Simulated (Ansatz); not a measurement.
A hypothetical phase is included: elements placed on a structure type, which no database files for this compound.

By PBEsol, the system below comes out a metal.

Without scattering a metal conducts by its projected Fermi surface.

Given:

```xyz
2
Lattice="4.0436 0.0000 0.0000 -2.0218 3.5018 0.0000 2.0218 1.1673 3.3016" Properties=species:S:1:pos:R:3 pbc="T T T"
Pt     2.0218     1.1673     0.8254
Pt     4.0436     2.3346     1.6508
```

The cell was relaxed by PBE-D3(BJ); by PBEsol it stands under a pressure of -2.1 GPa.

The current flows along the normal of the first two printed cell vectors, the (111) plane of the conventional cell. No spin-orbit coupling; the value is a mean over 0.1 eV about the Fermi level.

Q: State the ballistic conductance per area according to PBEsol (Ansatz, a program for electronic structure).

A: 1.1 × 10¹⁵ S/m² for both spins.
